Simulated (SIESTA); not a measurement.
**How far to go with the k-point mesh at a smearing width of 0.05 eV: Pb (Fm-3m, 1 atom in the cell)**

```
Pb
1.0
    0.00000     2.46758     2.46758
    2.46758     0.00000     2.46758
    2.46758     2.46758     0.00000
Pb
1
Direct
  0.00000   0.00000   0.00000
```

Level of theory: GGA PBE, numerical atomic orbitals DZP, PseudoDojo PBE standard norm-conserving potentials (rewritten from UPF to PSML) run with SIESTA.

Base settings: XC.functional = GGA; XC.authors = PBE; potentials = PseudoDojo PBE standard; PAO.BasisSize = DZP; PAO.EnergyShift = 0.01 Ry; MeshCutoff = 300 Ry; kgrid.MonkhorstPack = 12 12 12; OccupationFunction = MP; OccupationMPOrder = 0; ElectronicTemperature = 100 meV.

In this ladder: ElectronicTemperature = 50 meV.

The second cell is the first with its lattice scaled by 0.98.

Only quantities that move along the ladder and can be compared are tabulated.

The starting cell has typed, rounded lattice constants, without a prior relaxation at this level. Its lattice was rescaled by up to half a per cent. Values carry the incompleteness of an atom-centred basis. In the base run, with a pressure of about 5 GPa the cell is away from its equilibrium volume at this level.

```csv
kgrid.MonkhorstPack,free energy less the last step's (meV/atom),energy of the compressed cell less the first (meV/atom),pressure (GPa)
4 4 4,166.30,61.28,3.49
5 5 5,42.97,66.94,3.96
6 6 6,104.68,84.91,5.35
7 7 7,-9.23,78.79,4.84
9 9 9,-16.47,70.53,4.18
10 10 10,2.79,68.39,4.03
13 13 13,1.90,71.66,4.32
15 15 15,-0.27,70.34,4.24
18 18 18,5.03,71.09,4.29
22 22 22,1.03,71.92,4.38
27 27 27,0.00,71.73,4.35
```

Coarsest kgrid.MonkhorstPack that holds the free energy within 0.5 meV/atom: not settled: the last two steps still differ by 1.0 meV/atom, over half the tolerance, so the ladder does not show it.

Coarsest kgrid.MonkhorstPack that holds the energy of the compressed cell less the first within 1 meV/atom of the last step, with all finer ones: 18 18 18; the step before is off by 1.4 meV/atom.

Coarsest kgrid.MonkhorstPack that holds the pressure within 0.2 GPa of the last step, with all finer ones: 13 13 13; the step before is off by 0.32 GPa.
